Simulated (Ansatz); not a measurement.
# ZrSe2, pressure series

The parent structure is ZrSe₂ in the CdI2 type structure (space group P-3m1, No. 164; a = 3.662 Å, c = 5.842 Å; layered, stacked along the Cartesian z axis).

Cell and atoms are relaxed at each pressure.

Level of theory: PBEsol-D3(BJ) (Ansatz, an electronic-structure program; PAW; 420 eV plane waves; no spin-orbit coupling).

Notes on the quantities. enthalpy: H = E + PV relative to the base's energy.

```tsv
change	volume per atom	enthalpy
base	22.61 Å³	–
pressure −2 GPa	23.90 Å³	-0.29 eV/atom
pressure −1 GPa	23.16 Å³	-0.14 eV/atom
pressure 0.9 GPa	22.20 Å³	+0.13 eV/atom
pressure 2.1 GPa	21.72 Å³	+0.29 eV/atom
pressure 4.5 GPa	20.93 Å³	+0.61 eV/atom
pressure 9 GPa	19.80 Å³	+1.18 eV/atom
pressure 15 GPa	18.64 Å³	+1.90 eV/atom
pressure 22.5 GPa	___	+2.75 eV/atom
pressure 30 GPa	16.69 Å³	+3.55 eV/atom
```

Question: What belongs in the blanks?

Answer: 
- pressure 22.5 GPa, volume per atom: 17.55 Å³

Load acts through the strain it causes; cell and atoms are relaxed under it. Whether these cells are dynamically stable was not tested. No other phases were tried under pressure. All final runs are without spin polarisation.
